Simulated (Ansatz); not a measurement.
The starting structures come from a database of crystals and need not be the phases stable at ambient conditions.

The decay constant κ of evanescent states in the gap governs leakage through a thin film.

Given:

```xyz
12
Lattice="7.5249 0.0000 0.0000 3.2574 6.7833 0.0000 2.1337 -3.3916 4.0070" Properties=species:S:1:pos:R:3 pbc="T T T"
Ba     9.1536     3.3916     2.0035
Ba     5.3911     3.3916     0.0000
W      3.7624     0.0000     2.0035
W      0.0000     0.0000     0.0000
O      8.1477     0.8902     1.4274
O      3.8498     1.7414     1.5817
O      6.4632     3.5678     2.5795
O      5.3700    -0.6751     2.4253
O      6.3970     5.8931     0.5760
O      3.1700     5.0419     0.4218
O     10.2152    -0.1762     3.4309
O      8.0510    -2.7166     3.5852
```

The cell is taken as given; by r2SCAN it stands under a pressure of -2.2 GPa.

Transport runs along the normal of the first two printed cell vectors, the (110) plane of the conventional cell.

The gap is the functional's own. No spin-orbit coupling. Mid-gap values are those at the computed energy nearest the middle.

Task: Compute, with r2SCAN in Ansatz (a first-principles code), the band gap and the smallest decay constant κ at mid-gap.

Result: Gap 5.16 eV on a 8×8×8 mesh; κ = 0.481 1/Å, at (0.500, 0.500) of the in-plane reciprocal vectors. At the zone centre the slowest state has κ = 0.53 1/Å.
